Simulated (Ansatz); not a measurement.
Effect of tensor shear ε_yz = −0.96 % on Pd

Consider Pd in the fcc (Cu type) structure (space group Fm-3m, No. 225; a = 3.878 Å; relaxed with 0.1 eV smearing). Axes: x, y, z lie along the cube axes.

Now apply this change: tensor shear ε_yz = −0.96 % (engineering shear γ = -0.0192), atoms relaxed at fixed cell.

The values are results of PBEsol (Ansatz, a program for electronic structure; PAW; 420 eV plane waves; spin-orbit coupling left out), earlier PAW set, not measurements. Settings: 29×29×29 k-points, 0.1 eV Fermi–Dirac smearing.

The volume per atom is still 14.57 Å³ and the space group becomes Immm (No. 71) (base: Fm-3m (No. 225)). The shortest interatomic distance decreases by 0.0263 Å to 2.715 Å and the energy increases by 1.5 meV/atom. The pressure (mean of the normal stresses, compression positive) is nearly the same (0.0 GPa against 0.1 GPa) and the band gap is still zero. The stress (xx, yy, zz, yz, xz, xy; compression positive) amounts to (0.0, 0.1, 0.1, 1.7, 0.0, 0.0) GPa.

The cells carry an imposed strain or load. Stability against distortions was not tested. The final runs are not spin-polarised.
